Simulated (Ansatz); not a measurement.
**Cubic perovskite BaMoO3: bulk modulus B0 by level of theory**

No measured value is used here.

```csv
level (code),value (GPa),cell (Å³/atom)
LDA (Ansatz),213,12.58
PBEsol (Ansatz),197,12.89
PBEsol+SOC (Ansatz),197,12.89
```

LDA, PBEsol, PBEsol+SOC: the run has no spin polarisation, so it can have missed a magnetic state. LDA, PBEsol, PBEsol+SOC: the relaxation could not lower the start's symmetry, so the cell can be a saddle point above a distorted one. Each level is taken at its own relaxed cell. Ansatz's density-functional and Hartree–Fock values are scalar-relativistic unless marked +SOC, with PAW data made under PBE.

Ansatz is a quantum-chemistry and plane-wave program.
